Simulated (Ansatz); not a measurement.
Step by step: formation energy of Mo_Cu in Cu (fcc, Fm-3m)

Subject: the formation energy of Mo_Cu in Cu (fcc, Fm-3m). Reaction: 63 Cu (fcc) + Mo (bcc) → cell A.

A: a supercell of 64 sites of Cu (fcc, Fm-3m) with Mo on a Cu site (12 Cu at 2.60 Å); spin state with PBE: run without spin.

Ansatz (a quantum-chemistry and plane-wave program) with PAW potentials; structures come from PBE relaxations, nuclei static, no net charge. Ansatz runs with its default PAW set. Other levels take these structures. The lattices are those relaxed with PBE, so at other levels the solids can be strained, which adds to the spread. Larger cells are relaxed from a start prepared with the learned potential CHGNet, on a coarser mesh till forces fall under 0.03 eV/Å, which some starts already meet. A dispersion term (D3(BJ), or D4 for r2SCAN) was computed beside these levels and is taken off wherever the name lacks it. Space groups of crystals are read within 0.01 Å. Mesh and cell size may move defect energies by 0.1 eV or more. Cell A has symmetry Fm-3m within 0.02 Å and got no random move, so less symmetric positions, which may lie lower, weren't tried.

Total energies of the cells in eV, at zero smearing width. They compare only within one column; the weights balance every element.

```
cell         atoms  weight            PBE     PBE+D3(BJ)
-----------  -----  ------  -------------  -------------
A: Cu:Mo_Cu     64      +1  -422340.10346  -422377.26205
Cu (fcc)        64  −63/64  -424011.20562  -424048.05208
Mo (bcc)         1      −1    -4956.02195    -4956.72825
```

PBE: (-422340.10346) − 63/64 × (-424011.20562) − (-4956.02195) = 1.949 eV.

PBE+D3(BJ): (-422377.26205) − 63/64 × (-424048.05208) − (-4956.72825) = 1.767 eV.

What follows from the PBE value: With the reservoirs of the reaction as written, and without entropy terms or charged states, the share of sites that hold the defect in equilibrium is exp(−1.95 eV/k_BT) = 1.5×10^-10 at 1000 K.
